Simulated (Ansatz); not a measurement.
**Response to strain in Cu3N**

The reference is Cu$_{3}$N (space group Pm-3m, No. 221; a = 3.827 Å). Axes: x, y, z lie along the cube axes.

Strains are applied to the cell and any free atomic positions relax.

All numbers come from plane-wave PAW DFT at the PBE level (Ansatz, a program for electronic structure, 420 eV), spin-orbit coupling left out.

Notes on the quantities. energy relative to the base: free energy F; pressure: mean of the normal stresses, compression positive.

```
change                         band gap  energy relative to the base  smallest direct gap  pressure
---------------------------  ----------  ---------------------------  -------------------  --------
base                            0.22 eV                   0 meV/atom              0.75 eV  0.0 kbar
tensor shear ε_xy = +2.00 %     0.12 eV                +1.3 meV/atom              0.53 eV  0.4 kbar
tensor shear ε_xy = +1.33 %     0.16 eV                +0.6 meV/atom              0.63 eV  0.2 kbar
tensor shear ε_xy = +1.67 %     0.14 eV                +0.9 meV/atom              0.58 eV  0.3 kbar
tensor shear ε_xy = +1.00 %  (withheld)                   (withheld)           (withheld)  0.1 kbar
tensor shear ε_xy = +0.33 %     0.21 eV                 0.0 meV/atom              0.75 eV  0.0 kbar
tensor shear ε_xy = +0.67 %     0.19 eV                +0.1 meV/atom              0.73 eV  0.0 kbar
```

Complete the table.


- tensor shear ε_xy = +1.00 %, band gap: 0.17 eV
- tensor shear ε_xy = +1.00 %, energy relative to the base: +0.3 meV/atom
- tensor shear ε_xy = +1.00 %, smallest direct gap: 0.68 eV

Whether these cells are dynamically stable was not tested. All final runs are without spin polarisation. The zero or small gap of Cu3N can change with the level of theory.
